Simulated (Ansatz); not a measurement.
Results of r²SCAN-D4 in Ansatz (PAW) for LaBr3 (P6₃/m, No. 176).

Settings: plane-wave cutoff 500 eV, 6×6×10 k mesh (along the axes of the cell as run), gaussian smearing 0.02 eV, scalar-relativistic PAW data made under PBE.

Cell (relaxed at this level):

```
CELL_PARAMETERS angstrom
      7.99798     0.00000     0.00000
     -3.99899     6.92646     0.00000
      0.00000     0.00000     4.52068
ATOMIC_POSITIONS crystal
  La 0.66667 0.33333 0.75000
  La 0.33333 0.66667 0.25000
  Br 0.61442 0.70059 0.75000
  Br 0.38558 0.29941 0.25000
  Br 0.91382 0.61442 0.25000
  Br 0.08618 0.38558 0.75000
  Br 0.29941 0.91382 0.75000
  Br 0.70059 0.08618 0.25000
```

Problem. Predict the band gap.

Solution. 
* **band gap**: 3.59 eV (on the SCF k mesh)

Measured, for comparison: band gap 5.9 eV (temperature not stated, no zero-point or thermal correction, literature value; as tabulated in Przystupa et al. (2023), doi:10.3390/ma16145085).

Spin–orbit coupling is not included.

The computed numbers hold no vibrational or temperature effects.

The result took very roughly 2.3 core-minutes.

Ansatz is a first-principles code.
